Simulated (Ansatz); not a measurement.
The reference is Ru in the hcp (Mg type) structure (space group P6_3/mmc, No. 194; a = 2.6919 Å, c = 4.2457 Å). Axes: x lies along a and z along c of the hexagonal cell.

All numbers come from PBEsol (Ansatz, a quantum-chemistry and plane-wave program), without spin-orbit coupling.

Base values:

The shortest interatomic distance is 2.631 Å and the band gap is zero.

Perturbation: a free-standing slab of 2 layers (2 atoms, 1 a layer) is cut normal to the z axis, with 15 Å of vacuum and the in-plane cell held at bulk.

Q: What happens to the excess energy per area of both faces, shortest interatomic distance and band gap?

A: The excess energy per area of both faces (slab less bulk energy over the cell's area: twice a surface energy) amounts to 5.87 J/m² (uncertain by up to 0.05 J/m²); the shortest interatomic distance decreases by 0.124 Å (2.631 Å → 2.507 Å); the band gap stays zero.

Slab and bulk use different k-meshes, which limits the precision of the excess energy. Whether these cells are dynamically stable was not tested. The final runs are not spin-polarised.
